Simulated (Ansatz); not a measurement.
Ansatz (a program for electronic structure) run on MgPd3 (Pm-3m, 4 atoms in the cell): self-consistent single point.

Method of the run: PBEsol, default PAW files made with PBE (plane waves; Ansatz).

The change in words: lattice scaled by 0.98. Reference geometry:
```yaml
crystal:
  lattice:
    - [3.96476, 0.00000, 0.00000]
    - [0.00000, 3.96476, 0.00000]
    - [0.00000, 0.00000, 3.96476]
  atoms:
    - { symbol: Mg, position: [0.00000, 0.00000, 0.00000] }
    - { symbol: Pd, position: [0.00000, 0.50000, 0.50000] }
    - { symbol: Pd, position: [0.50000, 0.00000, 0.50000] }
    - { symbol: Pd, position: [0.50000, 0.50000, 0.00000] }
```

Reference input (self-consistent single point, DFT, PBEsol, plane waves, default PAW files made with PBE): basis.ecutwfc = 30.9 Ry; kpoints.mp_grid.grid = 7 7 7; hamiltonian.xc = pbesol; hamiltonian.pseudopotentials = {kind: paw} (the program's default PAW files); scf.occupations.method = fermi_dirac; scf.occupations.width = 0.0073 Ry. This run's input differs from it in these lines:

```diff
@@ -3,5 +3,5 @@
   lattice:
-    - [3.964763, 0.000000, 0.000000]
-    - [0.000000, 3.964763, 0.000000]
-    - [0.000000, 0.000000, 3.964763]
+    - [3.885468, 0.000000, 0.000000]
+    - [0.000000, 3.885468, 0.000000]
+    - [0.000000, 0.000000, 3.885468]
   atoms:
```

Output (repeated stretches shortened):

```
SCF iter   1: F=—  HF=-22633.899435 eV  |F-HF|=—  |Δ(HF+E_count)|=         —  Δρ=1.08e-2  dr2=6.69e-2  ethr=1.77e-3  ⟨swp⟩=5.3  Hψ=2976  notcnv=0  defer=1
all-band conjugate gradients solve this SCF's bands
preconditioner: auto → Kerker (q_TF=auto, 2.768 Å⁻¹)
SCF iter   2: F=—  HF=-22633.886961 eV  |F-HF|=—  |Δ(HF+E_count)|=   1.25e-2  Δρ=4.41e-3  dr2=1.18e-2  ethr=1.05e-4  ⟨swp⟩=1.0  Hψ=940  notcnv=0  defer=4
   [... lines left out ...]
SCF iter   4: F=—  HF=-22633.884100 eV  |F-HF|=—  |Δ(HF+E_count)|=   1.68e-4  Δρ=2.76e-4  dr2=8.23e-5  ethr=1.07e-6  ⟨swp⟩=2.4  Hψ=1121  notcnv=0  defer=4
SCF iter   5: F=—  HF=-22633.884056 eV  |F-HF|=—  |Δ(HF+E_count)|=   4.41e-5  Δρ=1.16e-4  dr2=1.36e-5  ethr=1.29e-7  ⟨swp⟩=2.0  Hψ=1134  notcnv=0  defer=4
SCF iter   6: F=—  HF=-22633.884050 eV  |F-HF|=—  |Δ(HF+E_count)|=   6.28e-6  Δρ=3.94e-5  dr2=6.71e-7  ethr=2.13e-8  ⟨swp⟩=2.0  Hψ=1277  notcnv=0  defer=4
SCF iter   7: F=-22633.884050 eV  HF=-22633.884050 eV  |F-HF|=1.80e-8  |Δ(HF+E_count)|=   1.48e-7  Δρ=7.61e-6  dr2=3.39e-8  ethr=1.56e-10  ⟨swp⟩=7.0  Hψ=3109  notcnv=0
SCF 1 converged in 7 iterations: F = -22633.884050 eV  dr2 = 3.39e-8
Free energy (F): -22633.884050 eV
Internal energy: -22633.766205 eV  (E = F + TS)
E sigma→0 (E₀):  -22633.825128 eV
Entropy (-TS):   -0.117844 eV (-29.461 meV/atom)
Fermi energy:    17.163691 eV
--- Forces (eV/Å), atoms counted from 1 ---
  atom   1  Mg    -0.00000000     0.00000000    -0.00000000
   [... zero for the other atoms too ...]
--- Stress (GPa, compression-positive) ---
        2.612378      -0.000000       0.000000
       -0.000000       2.612378       0.000000
        0.000000       0.000000       2.612378
  P = ⅓ Tr σ = 2.6124 GPa (26.124 kbar)
  The stress holds the Pulay correction. Without it, at fixed plane waves, as pw.x and ABINIT print it: P = 2.5758 GPa
```

The run converged in 7 iterations. Against the reference run the free energy goes down by 11.1 meV/atom and the pressure goes from -5.97 to 2.61 GPa.

The starting cell comes from a database of computed structures (which also holds hypothetical and non-ambient phases and stackings), without a prior relaxation at this level. Its lattice was rescaled by a random factor within 2.5 % of one. For this run, on top of that: lattice scaled by 0.98. Spin polarisation is off. Ansatz's pressure includes its estimate of the finite-basis (Pulay) stress.

Keys are those of Ansatz 0.2.
